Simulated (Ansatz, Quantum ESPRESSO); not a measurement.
# One structure in several programs: SiTe₂ (P-3m1, 3 atoms in the cell)

Zone-centre phonon calculation.

```
SiTe2
1.0
    3.79211     0.00000     0.00000
   -1.89605     3.28406     0.00000
    0.00000     0.00000     7.06352
Si Te
1 2
Cartesian
  0.00000   0.00000   0.00000
  0.00000   2.18938   5.46299
  1.89606   1.09469   1.60052
```

Shared settings, as Ansatz (an electronic-structure program) writes them: kpoints.mp_grid.grid = 8 8 4; scf.occupations.method = gaussian; scf.occupations.width = 0.272 eV. Potentials and cutoffs stand in the table.

```
code                                                            model  highest zone-centre frequency (cm⁻¹)   cutoff
----------------  ---------------------------------------------------  ------------------------------------  -------
Quantum ESPRESSO  LDA (PZ), GBRV 1.5 ultrasoft (LDA) pseudopotentials                                   301    40 Ry
Ansatz                            LDA (PW92), PAW files made with PBE                                   297  default
```

On Ansatz's run: spin-orbit coupling is off.

The spread over the programs that give each value: highest zone-centre frequency within 4.0 cm⁻¹.

The same LDA comes in different parametrisations, which differ slightly.

The starting cell comes from a database of computed structures (which also holds hypothetical and non-ambient phases and stackings), without a prior relaxation at this level. Its lattice was rescaled by a random factor within 2.5 % of one.

Keys are those of Ansatz 0.2.
